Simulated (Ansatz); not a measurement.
System: TiC (model structure, started from the CsCl type, Pm-3m, No. 221, 2 atoms in the cell). Method: LDA in Ansatz (plane waves, PAW).

Output (set-up and result lines):

```
WARN output.stress: scf.convergence.dr2_threshold = 1e-7 eV (the SCF's general default) is looser than the 2e-10 eV advised for a printed stress (1e-10 eV for …
Relaxation: its limit of steps is 80 (relax.max_steps)
Crystal: 2 atoms, lattice volume = 19.167 Å³
Basis set: ecut = 520 eV, 485 PW (Γ), exchange–correlation on 40×40×40 points (8 copies of the dense FFT grid, shifted against one another)
Bands: 12, of which v1, the nominal top of the filled ones, is band 8 counted from 1 (7 counted from 0)
Symmetry: 48 space group operations
Space group: Pm-3m (ITA 221), of the structure as read, at distance tolerance 2.7e-5 Å
k-points: 286 of 8000
Functional: x = slater, c = lda
SCF iter   1: F=—  HF=-2692.838775 eV  |F-HF|=—  |Δ(HF+E_count)|=         —  Δρ=1.42e-2  dr2=5.60e-2
SCF iter   2: F=—  HF=-2692.835536 eV  |F-HF|=—  |Δ(HF+E_count)|=   3.24e-3  Δρ=1.06e-2  dr2=3.22e-2
  ...
SCF iter   5: F=—  HF=-2692.831533 eV  |F-HF|=—  |Δ(HF+E_count)|=   8.23e-7  Δρ=3.41e-5  dr2=1.25e-7
SCF iter   6: F=-2692.831533 eV  HF=-2692.831533 eV  |F-HF|=1.91e-11  |Δ(HF+E_count)|=   1.99e-8  Δρ=1.68e-6  dr2=2.74e-10
SCF 1 converged in 6 iterations: F = -2692.831533 eV  dr2 = 2.74e-10
relax step   1: F+E_penalty+E_count = -2692.83153335 eV  Δ(F+E_penalty+E_count) = +0.000e0 eV  max|allowed force component| = 2.695e-30 eV/Å  Δτ_max = 0.0000 Å  (6 SCF iters, accepted)
SCF converged after 6 iterations
Free energy (F): -2692.831533 eV
Internal energy: -2692.807339 eV  (E = F + TS)
E sigma→0 (E₀):  -2692.819436 eV
Fermi energy:    15.801349 eV
--- Forces (eV/Å), atoms counted from 1 ---
  atom   1  Ti    -0.00000000     0.00000000     0.00000000
  atom   2  C      0.00000000    -0.00000000    -0.00000000
--- Stress (GPa, compression-positive) ---
       -4.777050      -0.000000       0.000000
        0.000000      -4.777050       0.000000
        0.000000       0.000000      -4.777050
  P = ⅓ Tr σ = -4.7771 GPa (-47.771 kbar)
```

Task: Write an input file that could have produced this run (the log leaves some choices open).

Result: One answer among several that fit: 
Ansatz 0.2 input:
```yaml
crystal:
  lattice:
    - [2.6762055649, 0.0, 0.0]
    - [0.0, 2.6762055649, 0.0]
    - [0.0, 0.0, 2.6762055649]
  atoms:
    - { symbol: Ti, position: [0.0, 0.0, 0.0] }
    - { symbol: C, position: [0.5, 0.5, 0.5] }
basis:
  ecutwfc: 520
  ecutrho_ratio: 4
  xc_grid: 2
kpoints:
  mp_grid: { grid: [20, 20, 20] }
hamiltonian:
  xc: lda
  dispersion: none
  pseudopotentials: { kind: paw }
scf:
  occupations: { method: fermi_dirac, width: 0.05 }
output:
  forces: true
  stress: true
  eigenvalues: true
relax:
  f_tol: 0.004
  escape_saddle: false
  max_steps: 80
```

The cell is one volume of an energy–volume scan, off the minimum.

The PAW data were made under PBE.

Note: the relaxation could raise the start's symmetry but not lower it, so the cell can be a saddle point.

A model structure was made by putting elements into a prototype or built by hand; it is no filed structure, need not be a known phase, and can be a saddle point held by its symmetry.

Ansatz is a first-principles code.
